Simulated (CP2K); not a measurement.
**Worked example: self-consistent single point of K₃Cd (Fm-3m, 4 atoms in the cell) in CP2K**

Method of the run: LDA (Pade form), GPW, DZVP-MOLOPT-SR-GTH basis, GTH-PADE potentials (GTH_POTENTIALS) in CP2K 2026.2.

Input as run:

```
&GLOBAL
  PROJECT k3cd
  RUN_TYPE ENERGY_FORCE
  PRINT_LEVEL MEDIUM
&END GLOBAL
&FORCE_EVAL
  METHOD Quickstep
  STRESS_TENSOR ANALYTICAL
  &DFT
    BASIS_SET_FILE_NAME BASIS_MOLOPT
    POTENTIAL_FILE_NAME GTH_POTENTIALS
    &QS
      METHOD GPW
      EPS_DEFAULT 1E-11
    &END QS
    &MGRID
      CUTOFF 500
      REL_CUTOFF 40
      NGRIDS 5
    &END MGRID
    &SCF
      SCF_GUESS ATOMIC
      EPS_SCF 1E-6
      MAX_SCF 100
      ADDED_MOS 7
      &DIAGONALIZATION
        ALGORITHM STANDARD
      &END DIAGONALIZATION
      &MIXING
        METHOD BROYDEN_MIXING
        ALPHA 0.3
        NBUFFER 12
      &END MIXING
      &SMEAR ON
        METHOD GAUSSIAN
        SIGMA [eV] 0.05
      &END SMEAR
    &END SCF
    &KPOINTS
      SCHEME MONKHORST-PACK 4 4 4
      GAMMA_CENTERED T
    &END KPOINTS
    &XC
      &XC_FUNCTIONAL PADE
      &END XC_FUNCTIONAL
    &END XC
    &PRINT
      &MO
        EIGENVALUES T
        OCCUPATION_NUMBERS T
        NDIGITS 8
        FILENAME mo
        &EACH
          QS_SCF 0
        &END EACH
        ADD_LAST NUMERIC
      &END MO
      &MULLIKEN ON
      &END MULLIKEN
    &END PRINT
  &END DFT
  &SUBSYS
    &CELL
      ABC 6.52000500 6.52000528 6.52000533
      ALPHA_BETA_GAMMA 60.00000074 59.99999659 59.99999636
      PERIODIC XYZ
    &END CELL
    &COORD
      SCALED
      K        0.25000000     0.25000000     0.25000000
      K        0.75000000     0.75000000     0.75000000
      K        0.50000000     0.50000000     0.50000000
      Cd       0.00000000     0.00000000     0.00000000
    &END COORD
    &KIND K
      BASIS_SET DZVP-MOLOPT-SR-GTH-q9
      POTENTIAL GTH-PADE-q9
    &END KIND
    &KIND Cd
      BASIS_SET DZVP-MOLOPT-SR-GTH-q12
      POTENTIAL GTH-PADE-q12
    &END KIND
  &END SUBSYS
  &PRINT
    &FORCES ON
    &END FORCES
    &STRESS_TENSOR ON
    &END STRESS_TENSOR
  &END PRINT
&END FORCE_EVAL
```

The program printed (abridged):

```
 GLOBAL| Method name                                                        CP2K
 GLOBAL| Project name                                                       k3cd
 GLOBAL| Run type                                                   ENERGY_FORCE

 CELL| Volume [angstrom^3]:                                           195.987696
 CELL| Vector a [angstrom]:       6.520     0.000     0.000   |a| =     6.520005
 CELL| Vector b [angstrom]:       3.260     5.646     0.000   |b| =     6.520005
 CELL| Vector c [angstrom]:       3.260     1.882     5.324   |c| =     6.520005
 CELL| Angle (b,c), alpha [degree]:                                    60.000001
 CELL| Angle (a,c), beta  [degree]:                                    59.999997
 CELL| Angle (a,b), gamma [degree]:                                    59.999996
 CELL| Numerically orthorhombic:                                              NO
 CELL| Periodicity                                                           XYZ

 DFT| Spin restricted Kohn-Sham (RKS) calculation                            RKS
 DFT| Multiplicity                                                             2
 DFT| Number of spin states                                                    1
 DFT| Charge                                                                   0
 DFT| XC density smoothing                                                  NONE
 DFT| XC derivatives                                                          PW

 QS| Method:                                                                 GPW
 QS| Density plane wave grid type                        NON-SPHERICAL FULLSPACE
 QS| Number of grid levels:                                                    5
 QS| Density cutoff [a.u.]:                                                250.0
 QS| Multi grid cutoff [a.u.]: 1) grid level                               250.0
   [... lines left out ...]
 BRILLOUIN| Wavefunction type                                            COMPLEX
 BRILLOUIN| List of Kpoints [2 Pi/Bohr]                                       36
 BRILLOUIN| Number           Weight            X              Y              Z
 BRILLOUIN|     1           0.03125       -0.25000       -0.25000       -0.25000
 BRILLOUIN|     2           0.03125       -0.25000       -0.25000        0.00000
 BRILLOUIN|     3           0.03125       -0.25000       -0.25000        0.25000
   [... 33 lines left out ...]
 *******************************************************************************

 Extrapolation method: initial_guess

 Re-scaling the density matrix to get the right number of electrons
                  # Electrons              Trace(P)               Scaling factor
                           39                39.000                        1.000

 Number of electrons:                                                         39
 Number of occupied orbitals:                                                 20
 Number of molecular orbitals:                                                27

 Number of orbital functions:                                                 67
 Number of independent orbital functions:                                     67
 SCF WAVEFUNCTION OPTIMIZATION

  Step     Update method      Time    Convergence         Total energy    Change
     1 NoMix/Diag. 0.30E+00      -     0.76280970      -130.9489824561 -1.31E+02
     2 Broy./Diag. 0.30E+00      -     0.02037357      -131.3334595675 -3.84E-01
     3 Broy./Diag. 0.30E+00      -     0.02686676      -130.9315482865  4.02E-01
     4 Broy./Diag. 0.30E+00      -     0.01228075      -130.7510886326  1.80E-01
     5 Broy./Diag. 0.30E+00      -     0.00181974      -130.7584896378 -7.40E-03
     6 Broy./Diag. 0.30E+00      -     0.00087668      -130.7732428287 -1.48E-02
     7 Broy./Diag. 0.30E+00      -     0.00009056      -130.7748193317 -1.58E-03
     8 Broy./Diag. 0.30E+00      -     0.00007265      -130.7744221030  3.97E-04
     9 Broy./Diag. 0.30E+00      -     0.00000389      -130.7742714071  1.51E-04
    10 Broy./Diag. 0.30E+00      -     0.00000505      -130.7742800463 -8.64E-06
    11 Broy./Diag. 0.30E+00      -     0.00000024      -130.7742820070 -1.96E-06
  *** SCF run converged in    11 steps ***

  Electronic density on regular grids:        -38.9999999999        0.0000000001
  Core density on regular grids:               38.9999999997       -0.0000000003
  Total charge density on r-space grids:       -0.0000000002
  Total charge density g-space grids:          -0.0000000002

  Overlap energy of the core charge distribution:               0.00000000000000
  Self energy of the core charge distribution:               -245.23013148524635
  Core Hamiltonian energy:                                     63.78481731007123
  Hartree energy:                                              69.75475854832064
  Exchange-correlation energy:                                -19.08315945222755
  Smearing free energy correction:                             -0.00056692790490
  Fermi energy:                                                 0.08518860053695

  Total energy:                                              -130.77428200696886
  Total energy (extrapolated to sigma->0):                   -130.77399854301640

                     Mulliken Population Analysis

 #  Atom  Element  Kind  Atomic population                           Net charge
       1     K        1          9.003898                             -0.003898
       2     K        1          9.003898                             -0.003898
       3     K        1          8.908609                              0.091391
       4     Cd       2         12.083595                             -0.083595
 # Total charge                             39.000000                 -0.000000

 ENERGY| Total FORCE_EVAL ( QS ) energy [hartree]           -130.774281223555732

 FORCES| Atomic forces [hartree/bohr]
 FORCES|   Atom     x               y               z               |f|
 FORCES|      1 -3.74003603E-07 -2.18133371E-07 -1.54637569E-07   4.59753892E-07
 FORCES|      2  3.74003887E-07  2.18194588E-07  1.54573023E-07   4.59761466E-07
 FORCES|      3 -2.85757815E-13 -2.41970883E-11 -3.12562374E-12   2.43998005E-11
 FORCES|      4 -3.70637998E-14 -3.76920435E-11  6.77244644E-11   7.75067390E-11
 FORCES| Sum    -3.92684312E-14 -6.72214579E-13  5.22784817E-14
 FORCES| Total atomic force                                       6.75386919E-13

 STRESS| Analytical stress tensor [bar]
 STRESS|                        x                   y                   z
 STRESS|      x       -6.48823844367E+03   1.38414866078E-01   9.78832757945E-02
 STRESS|      y        1.38414866078E-01  -6.48840731282E+03   5.84999843537E-02
 STRESS|      z        9.78832757945E-02   5.84999843537E-02  -6.48844958812E+03
 STRESS| 1/3 Trace                                            -6.48836511487E+03
```

The run converged in 11 iterations.

The starting cell comes from a database of computed structures (which also holds hypothetical and non-ambient phases and stackings), without a prior relaxation at this level. Values carry the incompleteness of an atom-centred basis.

Cost on one core of a shared machine: roughly 40 s.
